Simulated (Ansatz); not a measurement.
Amorphous Hf₁₈O₃₉Sc₂, 59 atoms at 8.11 g/cm³, one PBE-relaxed geometry, zone centre. Methods: PBE, scalar-relativistic without spin-orbit coupling (Ansatz, a program for electronic structure); r2SCAN, scalar-relativistic without spin-orbit coupling (Ansatz); HSE06, scalar-relativistic without spin-orbit coupling (Ansatz). Plane waves to 420 eV (r2SCAN 500 eV); exact exchange is cut at the cell's faces. All rungs ran without spin polarisation.

A CHGNet melt-quench gave the starting glass, which DFT then relaxed. O atoms were pushed apart under 1.9 Å during the dynamics, to hinder bonds among them. The hot cell started wider than the set density and was brought back towards it in steps. It is the lowest in DFT energy of 2 quenches. It is a model cell: composition and starting density were chosen by hand, and all elements were melted together. No dispersion term was used. Its density started from a set value of 8.55 and ended at 8.11 g/cm³. The simulated quench (nominally 300 K/ps over its main leg) is rapid and tends to freeze in more defects than a deposited or slowly cooled glass has. Values belong to this one cell and scatter from quench to quench. The volume was free in the relaxation, at fixed shape. Stress components on the final sampling reach 2.2 GPa.

The relaxation ran on the zone centre alone. At PBE the gap is 4.01 eV on a 2×2×2 Γ-centred mesh, and the spacing at the zone centre alone 4.08 eV.

Q: What zone-centre spacing does r2SCAN give, roughly?

A: 4.53 eV (+0.45 eV against PBE).

Q: What zone-centre spacing does HSE06 give, roughly?

A: 5.62 eV (+1.54 eV against PBE).

The highest filled and the lowest empty state spread over these numbers of atoms (participation numbers): PBE: 12.0 and 25.7; r2SCAN: 11.1 and 25.2; HSE06: 10.6 and 28.0.
